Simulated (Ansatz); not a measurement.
ScSiCN (model structure, started from the AlSiCN type, P3m1, No. 156, 4 atoms in the cell), treated with PBE in Ansatz (plane waves, PAW).

Numerical settings: plane-wave cutoff 520 eV, 12×12×8 k mesh (along the axes of the cell as run), Fermi–Dirac smearing 0.01 eV, scalar-relativistic PAW data made under PBE.

Cell (relaxed with PBEsol):

```xyz
4
Lattice="3.2941 0.0000 0.0000 -1.6471 2.8528 0.0000 0.0000 0.0000 5.1635" Properties=species:S:1:pos:R:3 pbc="T T T"
Sc     0.0000     1.9019     2.7095
Si     1.6471     0.9509     5.1372
C      0.0000     1.9019     0.4223
N      1.6471     0.9509     3.3488
```

What does this level give for the band gap, smallest direct gap on the k points sampled and direct gap at Γ?


* **band gap**: 1.94 eV (indirect)
* **smallest direct gap on the k points sampled**: 1.99 eV
* **direct gap at Γ**: 3.92 eV

Note: the relaxation could raise the start's symmetry but not lower it, so the cell can be a saddle point; cell and atoms aren't relaxed at this level (largest force component 0.11 eV/Å, pressure 4.1 GPa).

Computing time: about 27 core-seconds (a rough figure).

A model structure was made by putting elements into a prototype or built by hand; it is no filed structure, need not be a known phase, and can be a saddle point held by its symmetry.

Ansatz is a quantum-chemistry and plane-wave program.
